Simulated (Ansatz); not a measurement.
Results of PBEsol+SOC (Ansatz, an electronic-structure program, plane waves, PAW) for BaInHO2 (model structure, started from the SrVO2H type, P4/mmm, No. 123, 5 atoms in the cell).

Numerical settings: plane-wave cutoff 520 eV, 8×8×10 k mesh (along the axes of the cell as run), Fermi–Dirac smearing 0.01 eV, PAW data made under PBE.

Cell (relaxed with PBEsol):

```
BaInHO2
1.0
    4.28365     0.00000     0.00000
    0.00000     4.28365     0.00000
    0.00000     0.00000     3.88015
Ba In O H
1 1 2 1
Direct
  0.50000   0.50000   0.50000
  0.00000   0.00000   0.00000
  0.50000   0.00000   0.00000
  0.00000   0.50000   0.00000
  0.00000   0.00000   0.50000
```

Q: What does this level give for the band gap, smallest direct gap on the k points sampled and direct gap at Γ?

A: 
band gap: 0.72 eV (indirect)
smallest direct gap on the k points sampled: 1.21 eV
direct gap at Γ: 4.56 eV

Note: the relaxation could raise the start's symmetry but not lower it, so the cell can be a saddle point.

Computing time: about 70 core-seconds (a rough figure).

A model structure was made by putting elements into a prototype or built by hand; it is no filed structure, need not be a known phase, and can be a saddle point held by its symmetry.
